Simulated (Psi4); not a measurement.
Psi4 1.11, HF/def2-svp: Ag(Me)(NH3) ([CH3][Ag]<-[NH3]), 9 atoms. The geometry is a generated start, not checked to be a minimum at this level.

| Item | Value |
|---|---|
| task | energy |
| method | scf |
| basis | def2-svp |
| memory | 3 GB |
| maxiter | 100 |
| keys of the molecule block | symmetry c1 |
| scf_type | df (default) |
| e_convergence | 1e-06 (default) |
| d_convergence | 1e-06 (default) |
| effective core potentials | those of the basis set, past Kr |
| basis functions | 89 |

```xyz
9

Ag    -0.0178     0.0304     0.0753
C     -0.8862     1.3816     1.5213
H     -1.2750     0.8761     2.4111
H     -1.7292     1.9525     1.1157
H     -0.1776     2.1292     1.8929
N      0.9140    -1.4239    -1.5596
H      0.5949    -1.1739    -2.4887
H      0.6502    -2.3893    -1.4004
H      1.9267    -1.3827    -1.5675
```

Charge 0 and multiplicity 1 are set for this test and not shown to be the ground state.

With the defaults (damping_percentage = 0, level_shift = 0, level_shift_cutoff = 0.01, scf_initial_accelerator = adiis, guess = auto, which took SAD, diis_max_vecs = 10, diis = true) it converges in 9 SCF iterations. One run each on 2 threads, with these changes:
- damping_percentage = 60, scf_initial_accelerator = none, diis = false
- damping_percentage = 60
- level_shift = 0.5, level_shift_cutoff = 0.001
- diis_max_vecs = 20
- guess = sap
- scf_initial_accelerator = none
- guess = sadno
- diis_max_vecs = 6
- level_shift = 0.1, level_shift_cutoff = 0.001

Task: Which of these changes keep the SCF from converging, or lead it to another solution?

Result: No convergence: damping_percentage = 60 (the run ends without SCF convergence in 100 iterations). The rest reach the solution of the defaults.

```csv
setting,SCF iterations,end
the defaults,9,same solution
"level_shift = 0.5, level_shift_cutoff = 0.001",9,same solution
scf_initial_accelerator = none,9,same solution
"level_shift = 0.1, level_shift_cutoff = 0.001",9,same solution
diis_max_vecs = 6,9,same solution
diis_max_vecs = 20,9,same solution
guess = sadno,10,same solution
guess = sap,13,same solution
"damping_percentage = 60, scf_initial_accelerator = none, diis = false",32,same solution
damping_percentage = 60,100,no convergence
```
